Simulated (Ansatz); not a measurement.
The reference is Ga2O3 (space group C2/m, No. 12; a = 12.2547 Å, b = 3.0389 Å, c = 5.8078 Å, α = 90.00°, β = 103.81°, γ = 90.00°).

Calculations: Ansatz (an electronic-structure program) r2SCAN, no spin-orbit coupling, earlier PAW set.

One change was made to it. Results:

The band gap increases by 0.38 eV (3.03 eV → 3.41 eV); the volume per atom drops by 0.47 Å³ to 10.03 Å³; the smallest direct gap goes up by 0.380 eV, from 3.07 eV to 3.44 eV.

### Question
Which of these changes matches the shifts?
A. pressure 2.1 GPa
B. pressure 4.5 GPa
C. pressure 9 GPa

### Answer
C, pressure 9 GPa. For comparison, the band gap in the other runs: pressure 2.1 GPa gives 3.13 eV; pressure 4.5 GPa gives 3.23 eV.

Load acts through the strain it causes; cell and atoms are relaxed under it. No phonon test of stability was made. Competing high-pressure phases were not computed.
